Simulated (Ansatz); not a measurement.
A stack in vacuum: 2 layers of antimonene, started at antiparallel, shifted by (1/3,2/3) (facing atoms over hollows or bridges; antimonene a predicted or substrate-bound sheet, here free).

Methods: PBE+D3(BJ) (plane waves to 420 eV, PAW; Ansatz, a program for electronic structure); PBE (plane waves to 420 eV, PAW; Ansatz); r2SCAN (plane waves to 500 eV, PAW; Ansatz); PBE+D3(BJ) with spin-orbit coupling (plane waves to 420 eV, PAW; Ansatz); HSE06 (plane waves to 420 eV, PAW; Ansatz). Geometries and values that name no level are of the first. Values not marked SOC have no spin–orbit coupling. Its k-point mesh 9×9×1, Fermi–Dirac width 0.01 eV. HSE06 ran on meshes of its own (6×6×1); its edges and gaps are taken over the mesh and over extra points off it, mostly where PBE has its edges. A dipole correction is on.

Problem. Predict its spacing, binding and gap.

Solution. gap between facing atomic planes: 2.72 Å
step of the vacuum level across the stack (top less bottom): -0.13 eV
interaction energy of the frozen layers: -27.6 meV/Å²
interaction energy without the D3 term at this geometry: +0.1 meV/Å²
interaction energy at r2SCAN, without a dispersion term, at this geometry: -1.0 meV/Å²
r2SCAN gap over the mesh and listed points off it: 0.41 eV
spacing and interaction energy when relaxed at plain PBE (a flat surface, so the spacing is loose): 3.3 Å and -2.4 meV/Å²
PBE gap over the mesh and listed points off it: 0.26 eV, indirect (lowest direct gap 1.27 eV)
valence and conduction edges under the vacuum level of the lower face: 4.20 and 3.95 eV
HSE06 gap at the same geometry: 0.57 eV
PBE+SOC gap at the same geometry: 0.20 eV
